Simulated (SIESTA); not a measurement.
Band structure of BeTe (F-43m, 2 atoms in the cell).

```yaml
crystal:
  lattice:
    - [0.00000, 2.81500, 2.81500]
    - [2.81500, 0.00000, 2.81500]
    - [2.81500, 2.81500, 0.00000]
  atoms:
    - { symbol: Be, position: [0.00000, 0.00000, 0.00000] }
    - { symbol: Te, position: [0.25000, 0.25000, 0.25000] }
```

Level of theory: SIESTA 5.4.2 with GGA PBE, numerical atomic orbitals DZP, PseudoDojo PBE standard norm-conserving potentials (rewritten from UPF to PSML).

Settings: XC.functional = GGA; XC.authors = PBE; potentials = PseudoDojo PBE standard; PAO.BasisSize = DZP; PAO.EnergyShift = 0.01 Ry; MeshCutoff = 300 Ry; kgrid.MonkhorstPack = 5 5 5; OccupationFunction = FD; ElectronicTemperature = 0.01 eV; PAO.Polarization.NonPerturbative = true; MaxSCFIterations = 150; SCF.Mixer.Method = Pulay; SCF.Mixer.Weight = 0.2; SCF.Mixer.History = 6.

The starting cell has typed, rounded lattice constants, without a prior relaxation at this level. Spin-orbit coupling is off. Values carry the incompleteness of an atom-centred basis.

Question: Predict the gap along the standard path and the places of the band edges.

Answer: The gap along the path is 2.08 eV, from Γ to X; the smallest direct gap on it is 3.67 eV.

Levels in eV from the top of the valence band on the path, bands 7 to 11:
```
point       7      8      9     10    11
-----  ------  -----  -----  -----  ----
Γ      -12.26   0.00   0.00   0.00  3.67
X      -10.54  -5.14  -2.79  -2.79  2.08
W      -10.52  -4.56  -3.80  -3.32  5.56
K      -10.57  -4.75  -3.99  -2.36  3.01
L      -11.03  -5.58  -1.22  -1.22  3.44
U      -10.57  -4.75  -3.99  -2.36  3.01
```

Higher empty bands are left out: an atom-centred basis made for the valence describes them poorly.
